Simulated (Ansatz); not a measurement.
A computed series for Ga2S3: response to strain

The reference is Ga$_{2}$S$_{3}$ (space group Cc, No. 9).

```xyz
10
Lattice="5.5612 -3.1965 0.0000 5.5612 3.1965 0.0000 -3.6099 0.0000 6.0021" Properties=species:S:1:pos:R:3 pbc="T T T"
Ga     7.4935     0.4272     2.2846
Ga     5.6886    -0.4272     5.2856
Ga     3.7350     0.6185     2.2306
Ga     1.9301    -0.6185     5.2316
S      5.5470    -0.6156     2.9706
S      3.7420     0.6156     5.9716
S      1.8302    -0.5345     2.9221
S      0.0252     0.5345     5.9232
S      5.5378    -2.6435     0.1017
S      3.7329     2.6435     3.1028
```

Cartesian axes are those of the cell as printed.

Strains are applied to the cell and any free atomic positions relax; under biaxial strain the out-of-plane vector relaxes too; under stress the whole cell relaxes.

Level of theory: PBEsol/PAW in Ansatz (a program for electronic structure), without spin-orbit coupling.

Notes on the quantities. pressure: mean of the normal stresses, compression positive.

| case | band gap | space group | pressure |
|---|---|---|---|
| base | 1.76 eV | Cc (No. 9) | 0.00 GPa |
| biaxial strain +0.87 %, plane normal [001], relaxed out of plane | 1.76 eV | Cc (No. 9) | -0.37 GPa |
| uniaxial strain ε_zz = +0.76 % | 1.73 eV | Cc (No. 9) | -0.34 GPa |
| tensor shear ε_xy = −1.88 % | 1.76 eV | P1 (No. 1) | 0.03 GPa |
| uniaxial stress, 1 GPa tension along z | 1.72 eV | Cc (No. 9) | – |

Beyond what the load breaks, stability against distortions was not tested.
